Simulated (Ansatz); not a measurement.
The parent structure is WC (space group P-6m2, No. 187; relaxed with 0.1 eV smearing).

```
CELL_PARAMETERS angstrom
      2.92246     0.00000     0.00000
     -1.46123     2.53092     0.00000
      0.00000     0.00000     2.84619
ATOMIC_POSITIONS crystal
  W  0.00000 0.00000 0.00000
  C  0.33333 0.66667 0.50000
```

Cartesian axes are those of the cell as printed.

The values are results of PBE (Ansatz, an electronic-structure program, PAW, no SOC), not measurements.

Strains are applied to the cell and any free atomic positions relax.

One change was made to it. Results:

```tsv
quantity	base	after
energy relative to the base (free energy F)	0 meV/atom	+26 meV/atom
band gap	zero	zero
```

Problem. What was done to the base?
(A) uniaxial strain ε_zz = −3.00 %
(B) uniaxial strain ε_zz = +3.00 %
(C) uniaxial strain ε_zz = −1.00 %
(D) uniaxial strain ε_zz = +2.00 %

Solution. B, uniaxial strain ε_zz = +3.00 %. For comparison, the energy relative to the base in the other runs: uniaxial strain ε_zz = −1.00 % gives +3.2 meV/atom; uniaxial strain ε_zz = +2.00 % gives +12 meV/atom; uniaxial strain ε_zz = −3.00 % gives +30 meV/atom.

Stability against distortions was not tested. All final runs are without spin polarisation.
